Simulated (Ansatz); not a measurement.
The structure below was relaxed with PBE/PAW in Ansatz (a first-principles code), no spin-orbit coupling, at pressure 0.9 GPa.

Space group P6₃mc (No. 186); a = b = 3.2129 Å, c = 5.2342 Å, α = β = 90.00°, γ = 120.00°

| atom | site | symmetry | x | y | z |
|---|---|---|---|---|---|
| Ga | 2b | 3m. | 0.3333 | 0.6667 | 0.0001 |
| N | 2b | 3m. | 0.3333 | 0.6667 | 0.3769 |

**Question.** Write out a cell with all atoms.

**Answer.** 
```
GaN
1.0
    3.21287     0.00000     0.00000
   -1.60644     2.78243     0.00000
    0.00000     0.00000     5.23418
Ga N
2 2
Cartesian
  0.00000   1.85495   0.00074
  1.60644   0.92748   2.61783
  0.00000   1.85495   1.97254
  1.60644   0.92748   4.58963
```
This is the conventional cell.

Load acts through the strain it causes; cell and atoms are relaxed under it. Stability against distortions was not tested. The cell was made from GaN in the wurtzite structure (space group P6_3mc, No. 186) by this change: pressure 0.9 GPa.
